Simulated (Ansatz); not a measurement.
```yaml
crystal:
  lattice:
    - [3.29238, 0.00000, 0.00000]
    - [0.00000, 5.67843, 0.00000]
    - [0.00000, 0.00000, 3.70582]
  atoms:
    - { symbol: Sn, position: [0.00000, 0.23589, 0.53473] }
    - { symbol: Sn, position: [0.50000, 0.76411, 0.03473] }
    - { symbol: O, position: [0.00000, 0.88207, 0.71527] }
    - { symbol: O, position: [0.50000, 0.11793, 0.21527] }
```

The cell is a database entry relaxed within its symmetry; it need not be the phase found at ambient conditions. Spin-orbit coupling is not included.

Give the diagonal Born effective charges atom by atom and the electronic dielectric tensor from linear response, LDA density-functional theory in Ansatz (plane waves, PAW).


| atom | Z*xx | Z*yy | Z*zz |
|---|---|---|---|
| Sn1 | 3.08 | 3.07 | 2.56 |
| Sn2 | 3.08 | 3.07 | 2.56 |
| O3 | -3.08 | -3.07 | -2.56 |
| O4 | -3.08 | -3.07 | -2.56 |

ε∞ diagonal: 8.8, 7.3, 7.2. The program warned that the k mesh resolves the field response only roughly, so the permittivities are not converged. Away from Γ the polar cell without biaxial strain shows no imaginary mode on a 2×2×2 mesh.

Ansatz is a program for electronic structure.
